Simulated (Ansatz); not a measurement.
Functionals compared on CO on the 1x1 (101) surface of tetragonal HfO2 (a metastable polymorph) (cut with top plane O), one in a 2x1 cell, started at the site 'over Hf at depth 1.0 Å', in Ansatz (plane waves, PAW). The structure was relaxed with PBE; the other rows are single points on it, each with its references at the same level. Cutoff 420 eV (500 eV for r2SCAN). HSE06 used the coarser mesh 2x3x1.

Host crystal: tetragonal HfO2, with a band gap (PBE, scalar-relativistic without spin-orbit coupling).

Model: 38-atom slab, 7.6 Å thick at the start under the adsorbate (thin: gaps and levels are the slab's own), 3x3x1 mesh, Fermi-Dirac 0.01 eV, dipole correction, 16 atoms held, the rest relaxed; held to the start's symmetry, so lower structures may exist; no spin, no spin-orbit, no U, no dispersion correction. At the end it is bonded to Hf. In PBE it is, or lies within 0.03 eV of, the lowest of the starts that converged. These notes are the PBE run's. Adsorption energies are against CO(g). A negative adsorption energy means that the adsorbate is more stable on the surface than in its reference.

| functional | adsorption energy (eV) |
|---|---|
| PBE | -0.45 |
| RPBE | -0.24 |
| r2SCAN | [?] |
| HSE06 | -0.40 |

**Question.** What belongs in the gaps?

**Answer.** 
- r2SCAN, adsorption energy (eV): -0.55

Ansatz is a quantum-chemistry and plane-wave program.
